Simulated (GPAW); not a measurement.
Short convergence ladders for Ag (Fm-3m, 1 atom in the cell)

```yaml
crystal:
  lattice:
    - [0.00000, 2.05523, 2.05523]
    - [2.05523, 0.00000, 2.05523]
    - [2.05523, 2.05523, 0.00000]
  atoms:
    - { symbol: Ag, position: [0.00000, 0.00000, 0.00000] }
```

Base method: PBE, GPAW PAW datasets PBE (gpaw-data 1.0.1) (plane waves; GPAW 25.7.0).

Base settings: mode = pw; ecut = 600 eV; xc = PBE; kpts = 5 5 5; mesh shift (steps) = 0 0 0; occupations.name = fermi-dirac; occupations.width = 0.1 eV; nbands = -7; convergence.forces = 0.001 eV/Å; symmetry.symmorphic = false.

The count of work is k-points × plane waves × bands × iterations; it is no time. 

**The cutoff for other potential files**

In this ladder: setups = {Ag: 11}.

The second cell is the first with its lattice scaled by 0.98.

The mesh stays at the base's, so the ladder's end is converged at best in this setting alone.

Only quantities that move along the ladder and can be compared are tabulated.

| ecut | free energy less the last step's (meV/atom) | energy of the compressed cell less the first (meV/atom) | pressure (GPa) | count of work / last |
|---|---|---|---|---|
| 270 eV | 182.41 | 52.61 | -2.75 | 0.11 |
| 330 eV | 58.42 | 45.26 | 1.64 | 0.16 |
| 420 eV | 43.28 | 44.27 | 2.69 | 0.21 |
| 510 eV | 19.43 | 44.42 | 2.51 | 0.28 |
| 600 eV | 12.15 | 44.16 | 3.15 | 0.36 |
| 720 eV | 8.97 | 44.13 | 2.91 | 0.46 |
| 900 eV | 0.81 | 44.11 | 3.07 | 0.65 |
| 1200 eV | 0.00 | 44.10 | 3.16 | 1.0 |

Coarsest ecut that holds the energy of the compressed cell less the first within 2 meV/atom of the last step, with all finer ones: 330 eV, at 0.16 of the last step's count of work; the step before is off by 8.5 meV/atom.

Coarsest ecut that holds the pressure within 0.2 GPa of the last step, with all finer ones: 900 eV; the step before is off by 0.25 GPa.

Coarsest ecut that holds the free energy within 5 meV/atom of the last step, with all finer ones: 900 eV; the step before is off by 9.0 meV/atom.

The energy difference between the two cells stays within 1 meV/atom of the last step's from 420 eV on, the total only from 900 eV on: much of the error is common to both cells and cancels.

At the lowest cutoff the pressure lies 5.9 GPa under the last step's, the usual sign of Pulay stress in an incomplete plane-wave basis.

**The relaxed cell against the cutoff**

In this ladder: convergence.density = 1e-05 e/electron; optimizer = BFGS; fmax = 0.02 eV/Å.

The mesh stays at the base's, so the ladder's end is converged at best in this setting alone.

Only quantities that move along the ladder and can be compared are tabulated.

| ecut | relaxed volume (Å³/atom) | relaxation steps |
|---|---|---|
| 300 eV | 16.771 | 2 |
| 360 eV | 16.933 | 2 |
| 420 eV | 17.362 | 0 |
| 510 eV | 17.634 | 2 |
| 600 eV | 17.658 | 2 |
| 720 eV | 17.657 | 2 |
| 900 eV | 17.658 | 2 |
| 1200 eV | 17.657 | 2 |

Coarsest ecut that holds the relaxed volume within 0.018 Å³/atom of the last step, with all finer ones: 600 eV; the step before is off by 0.023 Å³/atom.

At the lowest cutoff the cell relaxes to a volume 5.0 % smaller than at the highest.

On the base run: the starting cell has typed, rounded lattice constants, without a prior relaxation at this level. Its lattice was rescaled by up to half a per cent. Without a gap this mesh is coarse (it stands for a supercell whose shortest vector is 15 Å).
